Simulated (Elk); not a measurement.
A self-consistent single point of CaCuSi (P-6m2, 3 atoms in the cell) with Elk.

Computed with PBEsol, all-electron FP-LAPW, Elk's shipped species files, APW+lo basis with extra local orbitals (Elk).

The change in words: lattice scaled by 0.98. Reference geometry:
```
CaCuSi
1.0
    4.12183     0.00000     0.00000
   -2.06092     3.56961     0.00000
    0.00000     0.00000     4.08101
Ca Si Cu
1 1 1
Direct
  0.00000   0.00000   0.00000
  0.33333   0.66667   0.50000
  0.66667   0.33333   0.50000
```

Reference input (self-consistent single point, DFT, PBEsol, all-electron FP-LAPW, Elk's shipped species files, APW+lo basis with extra local orbitals): xctype = 22; rgkmax = 7.5; stype = 0; swidth = 0.00367493 Ha; ngridk = 8 8 7; tforce = true; gmaxvr = 18 1/bohr; lmaxapw = 10; lmaxo = 8; nxlo = 2; lorbcnd = true; lradstp = 2. This run's input differs from it in these lines:

```diff
@@ -46,5 +46,5 @@
 avec
-    7.7891292976    0.0000001241    0.0000000000
-   -3.8945647562    6.7455837830    0.0000000000
-    0.0000000000    0.0000000000    7.7119912119
+    7.6333465301    0.0000004608    0.0000000000
+   -3.8166736641    6.6106717805    0.0000000000
+    0.0000000000    0.0000000000    7.5577517656
```

Log, with long lists cut:

```
│ Self-consistent loop started │
│ Loop number : 1 │
 total energy                :     -2589.18292099
│ Loop number : 2 │
 total energy                :     -2593.86755723
RMS change in Kohn-Sham potential (target) :   0.6274845111     (  0.1000000000E-05)
Absolute change in total energy (target)   :    4.684636239     (  0.1000000000E-03)
│ Loop number : 3 │
 total energy                :     -2594.65922554
RMS change in Kohn-Sham potential (target) :   0.6060858694     (  0.1000000000E-05)
Absolute change in total energy (target)   :    1.962827374     (  0.1000000000E-03)
│ Loop number : 4 │
   [... lines left out ...]
Absolute change in total energy (target)   :   0.2621235446E-02 (  0.1000000000E-03)
│ Loop number : 15 │
 total energy                :     -2622.81640165
RMS change in Kohn-Sham potential (target) :   0.1621099105E-05 (  0.1000000000E-05)
Absolute change in total energy (target)   :   0.5392001181E-03 (  0.1000000000E-03)
│ Loop number : 16 │
 total energy                :     -2622.81633395
RMS change in Kohn-Sham potential (target) :   0.7556687417E-06 (  0.1000000000E-05)
Absolute change in total energy (target)   :   0.6710433854E-04 (  0.1000000000E-03)
Convergence targets achieved

│ Loop number : 17 │

Energies :
 Fermi                       :     0.236204234861
 total energy                :     -2622.81628897

Density of states at Fermi energy :    73.36689539
 (states/Hartree/unit cell)

Estimated indirect band gap :   0.1277072915E-02
 from k-point     39 to k-point     37
Estimated direct band gap   :   0.1055681565E-01
 at k-point      9

Charges :
 core                        :    32.00000000
 valence                     :    31.00000000
 interstitial                :    5.341762946
 muffin-tins (core leakage)
  species :    1 (Ca)
   atom    1                 :    17.95459301     (  0.1309486528E-06)
  species :    2 (Si)
   atom    1                 :    11.79518170     (  0.3311928634E-02)
  species :    3 (Cu)
   [... lines left out ...]
   total force               :    -0.00000000    0.00000000    0.00000000
   total magnitude           :     0.00000000
 species :    3 (Cu)
  atom :    1
   Hellmann-Feynman          :    -0.00000000    0.00000000    0.00000000
   IBS                       :     0.00000000   -0.00000000    0.00000000
   total force               :     0.00000000    0.00000000    0.00000000
   total magnitude           :     0.00000000
```

The run converged in 17 iterations. The count includes the last loop, which Elk runs after its targets are met. Against the reference run the total energy goes down by 4.4 meV/atom.

The starting cell comes from a database of computed structures (which also holds hypothetical and non-ambient phases and stackings), without a prior relaxation at this level. For this run, on top of that: lattice scaled by 0.98. Spin polarisation is off. Values depend on the basis (sphere radii, cutoffs, local orbitals), which need not be converged. The log's line on a gap gives a spacing of levels on this mesh, which the program prints for metals too.

Cost on one core of a shared machine: roughly 2 min.
